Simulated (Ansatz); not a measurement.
PBE against PBEsol: hypothetical P4_2/mnm InP, pressure 3 GPa

Take InP (space group P4_2/mnm, No. 136; a = 7.2766 Å, c = 4.2158 Å; a hypothetical phase, not in the database extracts checked) as the base.

(Cell as relaxed with PBE.)

Levels (all Ansatz, a first-principles code, PAW): PBE (420 eV, without spin-orbit coupling); PBEsol (420 eV, no spin-orbit coupling).

Each level relaxes its own structure.

```csv
base,PBE,PBEsol
volume per atom,27.90 Å³,26.79 Å³
lattice parameter a,727.7 pm,717.5 pm
```

Perturbation: a hydrostatic pressure of 3 GPa.

```
quantity                  PBE  PBEsol
-------------------  --------  ------
lattice parameter a  713.8 pm     ___
c/a ratio               0.584     ___
```

Predict the PBEsol column.


- lattice parameter a, PBEsol: 704.9 pm
- c/a ratio, PBEsol: 0.585

PBE's lattice parameter a lies 8.9 pm above PBEsol's (1.3 %). Neither level is exact; PBEsol is the comparison here, not a measurement.

Load acts through the strain it causes; cell and atoms are relaxed under it. No phonon test of stability was made.
